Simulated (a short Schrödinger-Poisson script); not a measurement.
Symmetric double-gate stack, SiO2 on p-type Si(100)

Stack: symmetric double-gate stack, SiO2 on p-type Si(100), at 300 K.

```csv
layer,material,thickness (nm),Na (cm⁻³)
1,SiO2,2.5,-
2,Si,20,1e16
3,SiO2,2.5,-
```

Constants are typed, rounded textbook-type inputs, not results; the design itself was drawn at random and stands for no fabricated device. SiO2: permittivity 3.9, conduction-band edge (eV) 3.15, gap (eV) 9, electron mass (mₑ) 0.5. Si: permittivity 11.7, conduction-band edge (eV) 0, gap (eV) 1.124, Nv at 300 K (cm⁻³) 3.1e19.

Channel valleys (confinement mass, in-plane density-of-states mass, number): Δ2 0.916, 0.19, 2; Δ4 0.19, 0.417, 4. At the gates, both at one voltage, the conduction-band edge of layer 1 lies 3.72 eV − eVg above the Fermi level of the channel. Gaps are held at their typed values at every temperature. Mesh 0.03 nm at interfaces.

From a short Schrödinger-Poisson script (our own, NumPy): 1D Poisson equation in equilibrium, electrons quantum, Hartree (BenDaniel-Duke, 12 states a valley, the channel's in-plane mass for all, wave functions ending at the dielectric), parabolic valleys, classical holes, full ionisation, no traps, pinning or gate leakage.

```tsv
Vg (V)	electrons (cm⁻²)	C (μF/cm²)	Δ2 E0 (meV)	Δ2 E1 (meV)	Δ4 E0 (meV)	Δ4 E1 (meV)
0.2	2.48e7	< 0.003	372.9	375.8	376.8	391.5
0.3	1.18e9	0.00744	273.0	275.9	276.9	291.6
0.4	4.79e10	0.257	177.5	180.1	181.4	195.8
0.5	4.90e11	1.14	117.4	117.9	123.1	134.7
0.6	1.36e12	1.59	86.1	86.1	99.7	107.5
0.7	2.42e12	1.82	64.9	64.9	87.3	92.5
0.8	3.61e12	1.96	49.1	49.1	79.2	82.7
0.9	4.86e12	2.06	36.7	36.7	73.3	75.9
1	6.17e12	2.13	26.4	26.4	68.8	70.7
1.1	7.52e12	2.18	17.6	17.6	65.1	66.7
1.2	8.89e12	2.22	10.0	10.0	62.1	63.3
1.3	1.03e13	2.25	3.1	3.1	59.4	60.5
1.4	1.17e13	2.28	-3.2	-3.2	57.2	58.1
1.5	1.31e13	2.30	-9.1	-9.1	55.1	55.9
1.6	1.46e13	2.32	-14.5	-14.5	53.3	53.9
1.7	1.60e13	2.33	-19.7	-19.7	51.6	52.2
1.8	1.75e13	2.34	-24.6	-24.6	50.0	50.5
1.9	1.89e13	2.35	-29.4	-29.4	48.5	49.0
2	2.04e13	2.36	-33.9	-33.9	47.0	47.5
```

Gate voltages with under 1e6 electrons/cm² are left out.

Subbands count from the Fermi level. The capacitance is that of both gates.
